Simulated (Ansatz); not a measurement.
Results of r²SCAN in Ansatz (plane waves, PAW) for PtTeSe (P3m1, No. 156, 3 atoms in the cell; start mp-1217257).

Numerical settings: plane-wave cutoff 560 eV, 18×18×10 k mesh (along the axes of the cell as run), Fermi–Dirac smearing 0.05 eV, scalar-relativistic PAW data made under PBE.

Cell (relaxed at this level):

```xyz
3
Lattice="3.9053 0.0000 0.0000 -1.9526 3.3821 0.0000 0.0000 0.0000 5.3900" Properties=species:S:1:pos:R:3 pbc="T T T"
Te     0.0000     0.0000     1.3513
Pt     0.0000     2.2547     5.3495
Se     1.9526     1.1274     4.0792
```

Predict the bulk modulus B0.


* **bulk modulus B0**: 20.6 GPa

Note: the run has no spin polarisation, so it can have missed a magnetic state; the bulk modulus is −V dP/dV from two relaxed cells at ±2 % in volume; the relaxation could not lower the start's symmetry, so the cell can be a saddle point above a distorted one.

Spin–orbit coupling is not included; it can open a gap where bands touch, and shift volumes and moduli.

Static lattice: no zero-point or thermal effects.

Computing time: very roughly 14 core-minutes.

A start named mp-… is a Materials Project structure, which need not be a measured phase.

Ansatz is a program for electronic structure.
